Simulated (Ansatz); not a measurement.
Consider a 12-atom supercell of SnO2 in the rutile structure (space group P4_2/mnm, No. 136) at its relaxed geometry.

```yaml
crystal:
  lattice:
    - [4.82754, 0.00000, -3.23815]
    - [0.00000, 4.82754, -3.23815]
    - [0.00000, 4.82754, 3.23815]
  atoms:
    - { symbol: Sn, position: [0.00000, 0.00000, 0.00000] }
    - { symbol: Sn, position: [0.00000, 0.50000, 0.50000] }
    - { symbol: Sn, position: [0.50000, 0.75000, 0.75000] }
    - { symbol: Sn, position: [0.50000, 0.25000, 0.25000] }
    - { symbol: O, position: [0.30658, 0.00000, 0.30658] }
    - { symbol: O, position: [0.30658, 0.50000, 0.80658] }
    - { symbol: O, position: [0.80658, 0.44342, 0.75000] }
    - { symbol: O, position: [0.80658, 0.94342, 0.25000] }
    - { symbol: O, position: [0.19342, 0.05658, 0.75000] }
    - { symbol: O, position: [0.19342, 0.55658, 0.25000] }
    - { symbol: O, position: [0.69342, 0.00000, 0.69342] }
    - { symbol: O, position: [0.69342, 0.50000, 0.19342] }
```

Level of theory: Kohn–Sham DFT with the PBE functional, run in Ansatz (a first-principles code) with PAW and 420 eV plane waves, no spin-orbit coupling.

For the base:

| Quantity | Value |
|---|---|
| Pressure | 0.0 GPa |
| Mean distance from the defect site to its nearest host atoms | 2.09 Å |

One thing is altered: one Sn atom is removed, atoms relaxed at fixed cell, starting from a slightly rattled geometry.

Q: What does the calculation give for the pressure after the change?

A: The pressure goes from zero to 2.5 GPa.

Q: Estimate the effect on the largest displacement of a host atom from its site in the perfect cell.

A: The largest displacement of a host atom from its site in the perfect cell is 0.63 Å.

Q: Predict the new mean distance from the defect site to its nearest host atoms.

A: The mean distance from the defect site to its nearest host atoms increases by 0.16 Å to 2.25 Å.

The magnetic state is the one reached from the starting moments; the real material's order can differ, and small cells can't hold many antiferromagnetic ones. The cell is small, so the values are those of an ordered compound at a high defect concentration; dilute-limit values will differ. The defect cell is spin-polarised and ends with 4.0 μB.
